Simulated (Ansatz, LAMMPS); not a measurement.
Ge well of 16 atomic layers along [001] in random Si0.2Ge0.8, interfaces one step of a layer. Cell 17.11 × 17.11 × 57.50 Å, Si77Ge643, 720 atoms. Prepared with Tersoff's 1989 multicomponent potential (SiCGe.tersoff) run with LAMMPS: minimisation. 

Basis: localised support functions (accuracy medium) on a full density matrix. k-points: zone centre alone; occupations: Fermi-Dirac, 0.010 eV; spin polarisation not allowed. No spin-orbit coupling.

**Question.** Predict the gap and bonding from PBE, support functions at accuracy medium on the grid of 370 eV run with Ansatz (a quantum-chemistry and plane-wave program).

**Answer.** 
electronic character of the cell: no gap resolved at this smearing
coordination (neighbours within 2.976 Å): 100.0 % 4-fold
Ge-Ge bonds, mean ± spread: 2.486 ± 0.005 Å
Ge-Si bonds, mean ± spread: 2.440 ± 0.006 Å
Si-Si bonds, mean ± spread: 2.390 ± 0.006 Å
bond angles, mean ± spread: 109.5° ± 0.9°
pressure: 0.38 GPa
